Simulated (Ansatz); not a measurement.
N vacancy in metastable zinc-blende AlN: one set of geometries, relaxed with PBE, evaluated in Ansatz (PAW, plane waves to 420 eV, 500 eV under r2SCAN) with PBE, r2SCAN.

Set-up: 64-site cell; 2×2×2 shifted k-points; start: the N site; not converged in cell size; flagged in the runs: a doubtful potential alignment.

```json
[
 {"quantity": "host gap (eV)", "PBE": "3.31", "r2SCAN": "?"},
 {"quantity": "ε(+1/0) above the VBM (eV)", "PBE": "not bound", "r2SCAN": "?"},
 {"quantity": "neutral formation energy against N2 molecule in a box (eV)", "PBE": "5.53", "r2SCAN": "?"},
 {"quantity": "carrier at charge 0", "PBE": "electron in a host band", "r2SCAN": "?"}
]
```

Q: Given the lower rungs, what does r2SCAN give?

A: 
- host gap (eV), r2SCAN: 3.92
- ε(+1/0) above the VBM (eV), r2SCAN: 3.58
- neutral formation energy against N2 molecule in a box (eV), r2SCAN: 6.29
- carrier at charge 0, r2SCAN: bound

"Not bound" means that the carrier spreads over host band states in this cell; a shallow level, bound over tens of ångströms, can't be resolved here.

PBE loses the bound state where r2SCAN keeps it: ε(+1/0) above the VBM (eV).

Ansatz is an electronic-structure program.
